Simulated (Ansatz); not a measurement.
## PtGe2 (model structure, started from the C49 type, Cmcm, No. 63, 6 atoms in the cell)

These are PBEsol in Ansatz (PAW) values and carry that method's errors.

Run with plane-wave cutoff 500 eV, 12×12×12 k mesh, Fermi–Dirac smearing 0.05 eV, scalar-relativistic PAW data made under PBE.

Cell (relaxed at this level):

```cif
data_Ge8Pt4
_chemical_formula_sum 'Ge8 Pt4'
_space_group_name_H-M_alt 'Cmcm'
_space_group_IT_number 63
_space_group_name_Hall '-C 2c 2'
_cell_length_a 3.42940
_cell_length_b 12.15070
_cell_length_c 4.81192
_cell_angle_alpha 90.000
_cell_angle_beta 90.000
_cell_angle_gamma 90.000
loop_
_atom_site_label
_atom_site_type_symbol
_atom_site_symmetry_multiplicity
_atom_site_Wyckoff_symbol
_atom_site_fract_x
_atom_site_fract_y
_atom_site_fract_z
_atom_site_occupancy
Ge1 Ge 4 c 0.00000 0.04869 0.25000 1
Ge2 Ge 4 c 0.00000 0.72260 0.25000 1
Pt1 Pt 4 c 0.00000 0.37782 0.25000 1
```
(The calculation used a cell of 6 atoms; values per cell refer to that cell.)

band gap: zero (no gap)

Note: the relaxation could raise the start's symmetry but not lower it, so the cell can be a saddle point.

Spin–orbit coupling is not included.

The computed numbers hold no vibrational or temperature effects.

It cost very roughly 23 core-minutes of CPU time.

A model structure was made by putting elements into a prototype or built by hand; it is no filed structure, need not be a known phase, and can be a saddle point held by its symmetry.

Ansatz is a first-principles code.
